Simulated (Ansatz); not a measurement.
La2O3 (within 0.1 Å of P-3m1, No. 164, 15 atoms in the cell; start mp-557691), treated with HSE06 (plane waves, PAW; Ansatz, an electronic-structure program).

Numerical settings: plane-wave cutoff 460 eV, 6×6×2 k mesh (along the axes of the cell as run), Fermi–Dirac smearing 0.01 eV, scalar-relativistic PAW data made under PBE.

Cell (relaxed with PBEsol):

```
La2O3
1.0
    6.92030    -1.95315    -0.16583
    6.92030     1.95315    -0.16583
   -1.75074     0.00000     8.89884
La O
6 9
Cartesian
  2.74631   0.00000   7.54778
  9.34354   0.00000   1.01939
  7.94290   0.00000   4.46934
  4.14695   0.00000   4.09784
 -1.04921   0.00000   7.17292
 13.13906   0.00000   1.39425
  1.03432   0.00000   5.93957
 11.05553   0.00000   2.62760
  1.72043   0.00000   2.90960
 10.36942   0.00000   5.65758
  5.86189   0.00000   5.70277
  6.22796   0.00000   2.86440
  0.66360   0.00000   8.77948
 11.42625   0.00000  -0.21231
  6.92030   0.00000  -0.16583
```

Give the computed band gap, smallest direct gap on the k points sampled and Γ–Γ gap.


band gap: 5.29 eV
smallest direct gap on the k points sampled: 5.41 eV
Γ–Γ gap: 6.02 eV

Note: cell and atoms aren't relaxed at this level (largest force component 0.05 eV/Å, pressure 2.6 GPa).

Spin–orbit coupling is not included.

The computed numbers hold no vibrational or temperature effects.

A start named mp-… is a Materials Project structure, which need not be a measured phase.
